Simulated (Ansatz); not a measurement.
Defect: interstitial Cu in 4H silicon carbide, charge state +1. All values below come from PBE, PAW (plane waves to 420 eV; Ansatz, a quantum-chemistry and plane-wave program).

Cell of 72 host sites held at the relaxed PBE lattice; the Γ point alone; Fermi-Dirac width 0.01 eV, spin-restricted; finite-size errors left in. No zero-point or tunnelling terms. The charge state is imposed; whether it is stable for some Fermi level was not computed. Sites that were not tried may lie lower.

Barriers: single points on a 2×2×2 k-point mesh shifted by half a step along c at the bands' geometries (they differ from the bands' own by up to 0.15 eV, and are uncertain by about as much).

Relaxed starting cell (atoms counted from 1):

```
CELL_PARAMETERS angstrom
      9.28226     0.00000     0.00000
     -4.64113     8.03868     0.00000
      0.00000     0.00000    10.12928
ATOMIC_POSITIONS crystal
  Si 0.99995 0.00012 0.49933
  Si 0.00179 0.33458 0.50097
  Si 0.99995 0.66721 0.49933
  Si 0.33146 0.99942 0.49977
  Si 0.33258 0.33458 0.50097
  Si 0.33258 0.66538 0.50097
  Si 0.66774 0.99942 0.49977
  Si 0.66774 0.33570 0.49977
  Si 0.66705 0.66721 0.49933
  Si 0.99984 0.99989 0.99952
  Si 0.00030 0.33384 0.99931
  Si 0.99984 0.66733 0.99952
  Si 0.32236 0.99487 0.99114
  Si 0.33333 0.33384 0.99931
  Si 0.33333 0.66686 0.99931
  Si 0.67229 0.99487 0.99114
  Si 0.67229 0.34480 0.99114
  Si 0.66728 0.66733 0.99952
  Si 0.22168 0.11185 0.74742
  Si 0.22232 0.44485 0.75001
  Si 0.22168 0.77720 0.74742
  Si 0.55565 0.11151 0.74384
  Si 0.55531 0.44549 0.74742
  Si 0.55531 0.77720 0.74742
  Si 0.88996 0.11185 0.74742
  Si 0.88996 0.44549 0.74742
  Si 0.88898 0.77818 0.74845
  Si 0.11098 0.22217 0.24955
  Si 0.11098 0.55619 0.24954
  Si 0.10818 0.88778 0.24972
  Si 0.43883 0.22834 0.25714
  Si 0.44499 0.55619 0.24954
  Si 0.43883 0.87787 0.25713
  Si 0.78930 0.22834 0.25713
  Si 0.77938 0.55898 0.24972
  Si 0.77938 0.88778 0.24972
  C  0.00002 0.00025 0.68637
  C  0.00091 0.33414 0.68746
  C  0.00002 0.66715 0.68637
  C  0.33253 0.99995 0.68638
  C  0.33302 0.33414 0.68746
  C  0.33302 0.66625 0.68746
  C  0.66721 0.99995 0.68638
  C  0.66721 0.33464 0.68638
  C  0.66691 0.66715 0.68637
  C  0.00009 0.00039 0.18672
  C  0.00230 0.33484 0.18674
  C  0.00009 0.66708 0.18672
  C  0.32553 0.99645 0.19088
  C  0.33233 0.33484 0.18674
  C  0.33233 0.66486 0.18674
  C  0.67071 0.99645 0.19088
  C  0.67071 0.34164 0.19088
  C  0.66678 0.66708 0.18672
  C  0.22063 0.11244 0.93659
  C  0.22232 0.44485 0.93906
  C  0.22063 0.77556 0.93659
  C  0.55565 0.11151 0.92832
  C  0.55472 0.44653 0.93659
  C  0.55472 0.77556 0.93659
  C  0.89160 0.11244 0.93659
  C  0.89160 0.44653 0.93659
  C  0.88898 0.77818 0.93795
  C  0.11120 0.22261 0.43843
  C  0.11120 0.55596 0.43843
  C  0.11036 0.88887 0.43785
  C  0.44411 0.22305 0.44176
  C  0.44455 0.55596 0.43843
  C  0.44411 0.88844 0.44176
  C  0.77873 0.22305 0.44176
  C  0.77830 0.55681 0.43784
  C  0.77830 0.88887 0.43785
  Cu 0.55565 0.11152 0.12274
```
Cell charge +1.

End state 1 differs by these moves (Å; atoms that move under 0.08 Å are left out):

| atom | element | Δx | Δy | Δz |
|---|---|---|---|---|
| 4 | Si | -0.07 | -0.04 | 0.08 |
| 7 | Si | 0.07 | -0.04 | 0.08 |
| 8 | Si | 0.00 | 0.08 | 0.08 |
| 13 | Si | 0.07 | 0.04 | 0.06 |
| 16 | Si | -0.07 | 0.04 | 0.06 |
| 17 | Si | 0.00 | -0.08 | 0.06 |
| 31 | Si | 0.02 | -0.01 | -0.16 |
| 33 | Si | 0.00 | 0.02 | -0.16 |
| 34 | Si | -0.02 | -0.01 | -0.16 |
| 49 | C | 0.04 | 0.02 | -0.06 |
| 52 | C | -0.04 | 0.02 | -0.06 |
| 53 | C | 0.00 | -0.05 | -0.06 |
| 58 | C | 0.00 | 0.00 | 0.10 |
| 73 | Cu | 0.00 | 0.00 | 2.58 |

Give the forward and backward barriers to end state 1 at the level PBE, PAW.

forward 1.71 eV, backward 1.41 eV; at the saddle point atom 73 has neighbours 3 C at 1.98; 3 Si at 2.03 Å. The saddle point's order was not checked, and it lies on a symmetry element of the cell, where a band can be held.
